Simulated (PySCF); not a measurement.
PySCF 2.14.0, R2SCAN/def2-svp, df: Sn(Cl)(OH)(OMe)2 (C[O][Sn]([OH])([Cl])[O]C), 14 atoms. The geometry is a generated start, not checked to be a minimum at this level.

```
Quantity                                             Value
-------------------------  -------------------------------
task                                                energy
method                                              r2scan
basis                                             def2-svp
two-electron scheme                        density fitting
mol.max_memory                                     3000 MB
mf.max_cycle                                           100
mf.init_guess                              minao (default)
mf.DIIS                                    CDIIS (default)
mf.diis_space                                  8 (default)
mf.conv_tol                                1e-09 (default)
mf.grids.level                                 3 (default)
effective core potentials  those of the basis set, past Kr
basis functions                                        149
grid points                                         179976
```

```xyz
14

C     -2.2609    -1.1253     0.1327
O     -0.9891    -0.6400     0.4696
Sn    -0.1329     1.0267    -0.2744
O     -0.0557     2.2944     1.2140
Cl    -1.2317     2.0061    -1.9895
O      1.7147     0.6268    -0.8792
C      2.5367    -0.3701    -0.3289
H     -3.0584    -0.4404     0.4342
H     -2.3657    -2.0596     0.6888
H     -2.3566    -1.3348    -0.9319
H     -0.1410     1.8826     2.0781
H      2.6758    -0.2559     0.7496
H      3.5037    -0.2365    -0.8205
H      2.1609    -1.3740    -0.5426
```

One run each on 2 threads, 1 BLAS thread. Values of level_shift (Hartree) tried: 0 (default), 0.1, 0.3, 1.

### Question
Which value of level_shift (Hartree) needs the fewest Fock builds, and what happens away from it?

### Answer
Fewest Fock builds, within one of each other: 0 (default) with 16, 0.1 with 16. The count rises to 56 at 1. All converge to one solution.

```
level_shift (Hartree)  Fock builds            end
---------------------  -----------  -------------
0 (default)                     16  same solution
0.1                             16  same solution
0.3                             20  same solution
1                               56  same solution
```
